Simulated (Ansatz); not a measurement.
The reference is SrTiO3 in the cubic perovskite structure (space group Pm-3m, No. 221; a = 3.891 Å). Axes: x, y, z lie along the cube axes.

Level of theory: PBEsol (Ansatz, a quantum-chemistry and plane-wave program, PAW, spin-orbit coupling left out).

Strains are applied to the cell and any free atomic positions relax.

One change was made to it. Results:

| quantity | base | after |
|---|---|---|
| smallest direct gap | 2.19 eV | 2.16 eV |
| band gap | 1.85 eV | 1.84 eV |

### Question
What was done to the base?
A. tensor shear ε_xy = +1.33 %
B. tensor shear ε_xy = +0.33 %
C. tensor shear ε_xy = +1.67 %

### Answer
B, tensor shear ε_xy = +0.33 %. For comparison, the band gap in the other runs: tensor shear ε_xy = +1.67 % gives 1.77 eV; tensor shear ε_xy = +1.33 % gives 1.79 eV.

Stability against distortions was not tested. The final runs are not spin-polarised. Many cubic perovskites are stable only at high temperature; tilts and polar distortions were not tested.
